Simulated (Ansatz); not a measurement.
The reference is MgS in the rock salt structure (space group Fm-3m, No. 225).

MgS has the cubic space group Fm-3m (No. 225), the rock salt structure, Pearson symbol cF8. Cell: a = b = c = 5.2297 Å, α = β = γ = 90.00°. S on 4a sees 6 Mg at 2.615 Å (octahedral). Mg on 4b is coordinated by 6 S at 2.615 Å (octahedral). (Neighbours: up to the widest gap in distance over summed covalent radii, below 1.35, at either atom; cation-cation and far metal-metal contacts left out.)
(The calculation used a cell of 2 atoms; values per cell refer to that cell.)

Level of theory: Ansatz (an electronic-structure program), PBE, PAW, cutoff 420 eV, no spin-orbit coupling.

| level | lattice parameter a |
|---|---|
| PBE | 5.230 Å |

**Question.** From these computed values, estimate the measured ones, and say how each level misses.

**Answer.** Measured: lattice parameter a 5.188 Å (static lattice; corrected from measurement; as listed in Tamar Goldzak et al., The Journal of Chemical Physics (2022)). Computed minus measured — lattice parameter a: PBE +0.8 %.

No phonon test of stability was made.
